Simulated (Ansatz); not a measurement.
A self-consistent single point of TaAs (I4_1md, 4 atoms in the cell) with Ansatz (a quantum-chemistry and plane-wave program).

Level of theory: PBE, PAW files (plane waves; Ansatz).

The change in words: lattice scaled by 0.98. Reference geometry:
```
CELL_PARAMETERS angstrom
     -1.74368     1.74368     5.94246
      1.74368    -1.74368     5.94246
      1.74368     1.74368    -5.94246
ATOMIC_POSITIONS crystal
  Ta 0.49997 0.99997 0.50000
  Ta 0.74997 0.74997 0.00000
  As 0.08263 0.58263 0.50000
  As 0.33263 0.33263 0.00000
```

Reference input (self-consistent single point, DFT, PBE, plane waves, PAW files): basis.ecutwfc = 420 eV; kpoints.mp_grid.grid = 8 8 8; hamiltonian.xc = pbe; hamiltonian.pseudopotentials = {kind: paw} (the program's default PAW files); scf.occupations.method = fermi_dirac; scf.occupations.width = 0.136 eV. This run's input differs from it in these lines:

```diff
@@ -2,5 +2,5 @@
   lattice:
-    - [-1.74368200, 1.74368200, 5.94246300]
-    - [1.74368200, -1.74368200, 5.94246300]
-    - [1.74368200, 1.74368200, -5.94246300]
+    - [-1.70880800, 1.70880800, 5.82361400]
+    - [1.70880800, -1.70880800, 5.82361400]
+    - [1.70880800, 1.70880800, -5.82361400]
   atoms:
```

The program printed (abridged):

```
SCF iter   1: F=—  HF=-29581.331730 eV  |F-HF|=—  |Δ(HF+E_count)|=         —  Δρ=4.38e-2  dr2=1.46e0  ethr=3.10e-3  ⟨swp⟩=5.0  Hψ=7724  notcnv=0
all-band conjugate gradients solve this SCF's bands
preconditioner: auto → Kerker (q_TF=auto, 2.641 Å⁻¹)
SCF iter   2: F=—  HF=-29581.056651 eV  |F-HF|=—  |Δ(HF+E_count)|=   2.75e-1  Δρ=2.64e-2  dr2=5.20e-1  ethr=2.60e-3  ⟨swp⟩=2.0  Hψ=2886  notcnv=0
   [... lines left out ...]
SCF iter   5: F=—  HF=-29580.896972 eV  |F-HF|=—  |Δ(HF+E_count)|=   2.09e-4  Δρ=5.64e-4  dr2=2.58e-4  ethr=5.31e-6  ⟨swp⟩=3.0  Hψ=3704  notcnv=0
SCF iter   6: F=—  HF=-29580.896928 eV  |F-HF|=—  |Δ(HF+E_count)|=   4.44e-5  Δρ=1.07e-4  dr2=9.83e-6  ethr=4.61e-7  ⟨swp⟩=2.0  Hψ=3516  notcnv=0
SCF iter   7: F=—  HF=-29580.896915 eV  |F-HF|=—  |Δ(HF+E_count)|=   1.24e-5  Δρ=3.17e-5  dr2=5.74e-7  ethr=1.76e-8  ⟨swp⟩=2.4  Hψ=3576  notcnv=0
SCF iter   8: F=-29580.896915 eV  HF=-29580.896915 eV  |F-HF|=1.19e-8  |Δ(HF+E_count)|=   1.03e-8  Δρ=5.31e-6  dr2=2.37e-8  ethr=1.79e-10  ⟨swp⟩=5.1  Hψ=8678  notcnv=0
SCF 1 converged in 8 iterations: F = -29580.896915 eV  dr2 = 2.37e-8
Free energy (F): -29580.896915 eV
Internal energy: -29580.845648 eV  (E = F + TS)
E sigma→0 (E₀):  -29580.871282 eV
Entropy (-TS):   -0.051267 eV (-12.817 meV/atom)
Fermi energy:    17.066550 eV
--- Forces (eV/Å), atoms counted from 1 ---
  atom   1  Ta     0.00000000    -0.00000000     0.03640385
  atom   2  Ta    -0.00000000    -0.00000000     0.03640385
  atom   3  As     0.00000000     0.00000000    -0.03640469
  atom   4  As    -0.00000000    -0.00000000    -0.03640469
--- Stress (GPa, compression-positive) ---
        7.243852       0.000000      -0.000000
        0.000000       7.243852       0.000000
       -0.000000       0.000000       5.708172
  P = ⅓ Tr σ = 6.7320 GPa (67.320 kbar)
  The stress holds the Pulay correction. Without it, at fixed plane waves, as pw.x and ABINIT print it: P = 6.6944 GPa
```

The run converged in 8 iterations. Against the reference run the free energy goes up by 6.3 meV/atom, the pressure goes from -4.23 to 6.73 GPa and the largest force goes from 0.007 to 0.036 eV/Å.

The starting cell comes from a database of computed structures (which also holds hypothetical and non-ambient phases and stackings), without a prior relaxation at this level. Its lattice was rescaled by a random factor within 2.5 % of one. For this run, on top of that: lattice scaled by 0.98. Spin polarisation is off. With a pressure of about 7 GPa the cell is away from its equilibrium volume at this level. Ansatz's pressure includes its estimate of the finite-basis (Pulay) stress.

Keys are those of Ansatz 0.2.
